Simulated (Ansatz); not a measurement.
**MoSeS (P-3m1, No. 164, 6 atoms in the cell; start mp-1221404)**

Level of theory: r²SCAN in Ansatz (PAW).

Numerical settings: plane-wave cutoff 560 eV, 12×12×4 k mesh (along the axes of the cell as run), Fermi–Dirac smearing 0.01 eV, no spin polarisation, scalar-relativistic PAW data made under PBE.

Cell (relaxed at this level):

Space group P-3m1 (No. 164); a = 3.252 Å, b = 3.252 Å, c = 13.563 Å, α = 90.00°, β = 90.00°, γ = 120.00°

```json
[
 {"atom": "Mo", "site": "2c", "symmetry": "3m.", "x": "0.0000", "y": "0.0000", "z": "0.2619"},
 {"atom": "Se", "site": "2d", "symmetry": "3m.", "x": "0.3333", "y": "0.6667", "z": "0.1375"},
 {"atom": "S", "site": "2d", "symmetry": "3m.", "x": "0.3333", "y": "0.6667", "z": "0.3739"}
]
```

band gap: 1.07 eV
smallest direct gap on the k points sampled: 1.63 eV
Γ–Γ gap: 2.40 eV

Note: the cell has widely spaced layers and the level no dispersion term, so their spacing and the moduli can rest on weak binding.

Spin–orbit coupling is not included.

Static lattice: no zero-point or thermal effects.

A start named mp-… is a Materials Project structure, which need not be a measured phase.

Ansatz is a first-principles code.
